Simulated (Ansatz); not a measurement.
# BeTe (model structure, Fm-3m, No. 225, 2 atoms in the cell)

Level of theory: r²SCAN in Ansatz (plane waves, PAW).

Settings: plane-wave cutoff 560 eV, 18×18×18 k mesh, Fermi–Dirac smearing 0.05 eV, scalar-relativistic PAW data made under PBE.

Cell (relaxed at this level):

```
CELL_PARAMETERS angstrom
      0.00000     2.68510     2.68510
      2.68510     0.00000     2.68510
      2.68510     2.68510     0.00000
ATOMIC_POSITIONS crystal
  Be 0.00000 0.00000 0.00000
  Te 0.50000 0.50000 0.50000
```

For BeTe (model structure, Fm-3m, No. 225, 2 atoms in the cell), the band gap is none and the bulk modulus B0 comes out as 68.0 GPa.

Note: the bulk modulus is −V dP/dV from two relaxed cells at ±2 % in volume; the relaxation could raise the start's symmetry but not lower it, so the cell can be a saddle point.

Spin–orbit coupling is not included; it can open a gap where bands touch, and shift volumes and moduli.

Static lattice: no zero-point or thermal effects.

It cost roughly 70 core-seconds of CPU time.

A model structure was made by putting elements into a prototype or built by hand; it is no filed structure, need not be a known phase, and can be a saddle point held by its symmetry.

Ansatz is an electronic-structure program.
